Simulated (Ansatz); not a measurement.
System: B20 (FeSi-type) MnSi. Method: BLYP (plane waves, PAW; Ansatz, a program for electronic structure).

Numerical settings: plane-wave cutoff 520 eV, 12×12×12 k mesh, Fermi–Dirac smearing 0.05 eV, spin-polarised with parallel moments, scalar-relativistic PAW data made under PBE.

The cell is scaled about its equilibrium volume:

Shape and atoms are relaxed at each volume.

```tsv
V (Å³/atom)	P (GPa)	moment (μB per cell of 8 atoms)
11.582	7.67	3.80
11.823	3.63	3.88
12.065	0.00	3.94
12.306	-3.24	3.97
12.547	-6.11	4.00
```

Note: the collinear magnetic order is the start's and need not be the measured one; the bulk modulus comes from volumes at which shape and atoms were relaxed.
